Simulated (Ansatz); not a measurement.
**Rh: energy against volume**

Rh (fcc, Fm-3m, 13.718 Å³/atom and stress up to 0.01 GPa in the relaxed cell, cube axes along x, y and z) under hydrostatic pressure, with the cell free. r2SCAN in Ansatz, a plane-wave DFT program (PAW, default set), 500 eV, 21×21×21 Γ-centred mesh, Fermi-Dirac smearing 0.05 eV.

Here V stands for volume and E for E less E0.

| volume (Å³/atom) | E less E0 (meV/atom) | pressure (GPa) |
|---|---|---|
| 13.8179 | 0.70 | -2.01 |
| 13.7676 | 0.19 | -1.01 |
| 13.7180 | 0.00 | 0.00 |
| 13.6751 | 0.09 | 0.89 |
| 13.6187 | 0.58 | 2.09 |
| 13.5095 | 2.75 | 4.50 |
| 13.3186 | 10.62 | 8.99 |
| 13.0871 | 27.73 | 14.99 |
| 12.5942 | ? | ? |

Taking the third-order Birch-Murnaghan form, a cubic in V^(-2/3) for E over the 8 complete rows: With u = V^(-2/3) - 0.1759, the rows have u = -0.0022378, -0.0018151, -0.0013957, -0.0010309, -0.0005485, 0.0003952, 0.0020758, 0.0041685. Least squares gives E = 1.643 + 2434.0·u + 905484·u² + 2856637·u³. Residuals (row less fit): 0.001, -0.001, -0.002, -0.003, 0.000, 0.003, -0.003, 0.000; standard error 0.003 (degrees of freedom: 4). Its minimum lies at u = -0.0013527, so V0 = (0.1745473)^(-3/2) = 13.71. There d²E/du² = 1788000 and d³E/du³ = 1.714e7, so B0 = (4/9) × 13.71^(-7/3) × 1788000 × 0.160218 = 283 GPa (the last factor turns the table's units into GPa), and B0' = 4 + (2/3) × 0.1745473 × (1.714e7)/1788000 = 5.1. B0' rests on the cubic coefficient alone and has a standard error of 0.1 from these residuals.

Task: What does the fit predict for E at V = 12.5942, and how far is the calculated value from it?

Result: u = 0.0088366, so E = 1.643 + 2434.0 × 0.0088366 + 905484 × 0.0088366² + 2856637 × 0.0088366³ = 95.828 meV/atom. The calculation gives 95.78 meV/atom, 0.048 meV/atom below the prediction (0.1 % of the range of E in the table). The row lies outside the fitted rows, so this is an extrapolation. The scatter of the fitted rows lies at the last printed digit.

In a metal these values are sensitive to mesh and smearing; energies are taken to zero smearing, stresses follow the free energy. The runs aren't spin-polarised. Other structures, which can take over under pressure, weren't tried. The same form fitted to the pressure column gives B0' = 5.1; series where the two differ by over 0.4 aren't shown. Rows are the converged runs of the series near zero and its far end, less any whose ions stayed unrelaxed beside relaxed ones; series whose fitted rows scatter by over a few per cent of the range, as at a crossing or softening among them, aren't shown in this form.
